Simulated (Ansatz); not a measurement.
The starting structures come from a database of crystals and need not be the phases stable at ambient conditions.

Tunnelling through a barrier is set by its complex band structure: the current falls as exp(−2κd) with the smallest κ.

Data:

```yaml
crystal:
  lattice:
    - [4.42329, 0.00000, 0.00000]
    - [0.00000, 8.63464, 0.00000]
    - [0.00000, 0.00000, 10.47107]
  atoms:
    - { symbol: Pb, position: [0.25000, 0.16836, 0.84512] }
    - { symbol: Pb, position: [0.75000, 0.83164, 0.15488] }
    - { symbol: Pb, position: [0.75000, 0.33164, 0.34512] }
    - { symbol: Pb, position: [0.25000, 0.66836, 0.65488] }
    - { symbol: I, position: [0.75000, 0.99851, 0.66944] }
    - { symbol: I, position: [0.25000, 0.00149, 0.33056] }
    - { symbol: I, position: [0.25000, 0.50149, 0.16944] }
    - { symbol: I, position: [0.75000, 0.49851, 0.83056] }
    - { symbol: Br, position: [0.25000, 0.34155, 0.55427] }
    - { symbol: Br, position: [0.75000, 0.65845, 0.44573] }
    - { symbol: Br, position: [0.75000, 0.15845, 0.05427] }
    - { symbol: Br, position: [0.25000, 0.84155, 0.94573] }
```

Space group of this cell: Pnma. The cell was relaxed by PBE-D3(BJ); by r2SCAN its mean pressure is 0.9 GPa.

Transport runs along the normal of the first two printed cell vectors.

The gap is the functional's own. No spin-orbit coupling. Mid-gap values are interpolated on the energy grid.

Problem. Estimate the band gap and the smallest decay constant κ at mid-gap that r2SCAN in Ansatz (a program for electronic structure) returns for this system.

Solution. Gap 2.88 eV on a 8×4×4 mesh; κ = 0.276 1/Å, at (0.500, 0.000) of the in-plane reciprocal vectors. At the zone centre, at the nearest computed energy, the slowest state has κ = 0.28 1/Å.
